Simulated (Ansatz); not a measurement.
**β-phase InSe (model structure)**

The numbers are results of HSE06 (Ansatz, an electronic-structure program, PAW), not measurements.

Numerical settings: plane-wave cutoff 500 eV, 6×6×2 k mesh (along the axes of the cell as run), gaussian smearing 0.02 eV, scalar-relativistic PAW data made under PBE.

Cell (relaxed with r²SCAN):

```yaml
crystal:
  lattice:
    - [2.02162, -3.50155, 0.00000]
    - [2.02162, 3.50155, 0.00000]
    - [0.00000, 0.00000, 17.41645]
  atoms:
    - { symbol: In, position: [0.33333, 0.66667, 0.16968] }
    - { symbol: In, position: [0.66667, 0.33333, 0.66968] }
    - { symbol: In, position: [0.66667, 0.33333, 0.83032] }
    - { symbol: In, position: [0.33333, 0.66667, 0.33032] }
    - { symbol: Se, position: [0.33333, 0.66667, 0.59740] }
    - { symbol: Se, position: [0.66667, 0.33333, 0.09740] }
    - { symbol: Se, position: [0.66667, 0.33333, 0.40260] }
    - { symbol: Se, position: [0.33333, 0.66667, 0.90260] }
```

For β-phase InSe (model structure), the band gap is 1.26 eV (on the SCF k mesh).

Note: the relaxation could raise the start's symmetry but not lower it, so the cell can be a saddle point; cell and atoms aren't relaxed at this level (largest force component 0.10 eV/Å); the cell has widely spaced layers and the level no dispersion term, so their spacing and the moduli can rest on weak binding.

Spin–orbit coupling is not included.

The computed numbers hold no vibrational or temperature effects.

It cost around 9 core-minutes (rough) of CPU time.

A model structure was made by putting elements into a prototype or built by hand; it is no filed structure, need not be a known phase, and can be a saddle point held by its symmetry.
